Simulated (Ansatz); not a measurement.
A one-dimensional Ir body, 11 atoms a period, stretched and compressed along its axis from its relaxed period of 8.780 Å, atoms relaxed at each length.

```
CELL_PARAMETERS angstrom
     14.00000     0.00000     0.00000
      0.00000    14.00000     0.00000
      0.00000     0.00000     8.78010
ATOMIC_POSITIONS crystal
  Ir 0.59586 0.50000 0.00000
  Ir 0.43393 0.57395 0.09091
  Ir 0.48408 0.40315 0.18182
  Ir 0.58032 0.55290 0.27273
  Ir 0.40413 0.52757 0.36364
  Ir 0.53866 0.41100 0.45454
  Ir 0.53866 0.58900 0.54546
  Ir 0.40413 0.47243 0.63636
  Ir 0.58032 0.44710 0.72727
  Ir 0.48408 0.59685 0.81818
  Ir 0.43393 0.42605 0.90909
```

Level of theory: PBE (plane waves to 420 eV, PAW; Ansatz, a quantum-chemistry and plane-wave program). Mesh 1×1×8. No spin polarisation, so a magnetic state wasn't tested. One-dimensional cell, images about 11 Å apart. A hypothetical model. Only distortions within the start's symmetry and period were free. Pairing along the axis, which can open a gap, is among the distortions not tried. Values not marked SOC lack spin–orbit coupling. Buckling under compression is shut out by symmetry and the short period. Energies are free energies at a Fermi–Dirac width of 0.05 eV, from the unstrained cell.

```tsv
strain (%)	energy (meV a period)	axial force (nN)
-3.0	+210	-2.40
-1.5	+55	-1.33
0.0	0	-0.01
+1.5	+52	+1.25
+3.0	…	…
+6.0	…	…
```

### Question
Complete the blanks.

### Answer

- +3.0, energy (meV a period): +202
- +3.0, axial force (nN): +2.37
- +6.0, energy (meV a period): +741
- +6.0, axial force (nN): +4.08
